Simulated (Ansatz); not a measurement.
Consider SnSe2 in the 2H-MoS2 type structure (space group P6_3/mmc, No. 194; a = 3.7694 Å, c = 11.2906 Å; a hypothetical phase, not in the database extracts checked; layered, stacked along the Cartesian z axis).

The values are results of PBEsol-D3(BJ)/PAW in Ansatz (an electronic-structure program), scalar-relativistic without spin-orbit coupling, earlier PAW set, not measurements.

For the base:

- Shortest interatomic distance: 2.779 Å
- In-plane lattice parameter a: 3.769 Å
- Band gap: zero

It is then changed as follows: a free-standing slab of 4 layers (12 atoms, 3 a layer) is cut normal to the stacking axis, with 15 Å of vacuum and the in-plane cell relaxed.

### Question
What happens to the excess energy per area of both faces?

### Answer
The excess energy per area of both faces (slab less bulk energy over the cell's area: twice a surface energy) amounts to 0.9 J/m² (uncertain by up to 0.2 J/m²).

### Question
What does the calculation give for the shortest interatomic distance after the change?

### Answer
The shortest interatomic distance falls by 0.049 Å to 2.730 Å.

### Question
Estimate the effect on the thickness between the outermost nuclei.

### Answer
The thickness between the outermost nuclei is 20.31 Å.

### Question
What does the calculation give for the in-plane lattice parameter a after the change?

### Answer
The in-plane lattice parameter a decreases by 0.0166 Å (3.769 Å → 3.753 Å).

### Question
Predict the new band gap.

### Answer
The band gap remains zero.

The excess energy carries the mismatch between the slab's and the bulk's meshes. Stability against distortions was not tested. The final runs are not spin-polarised.
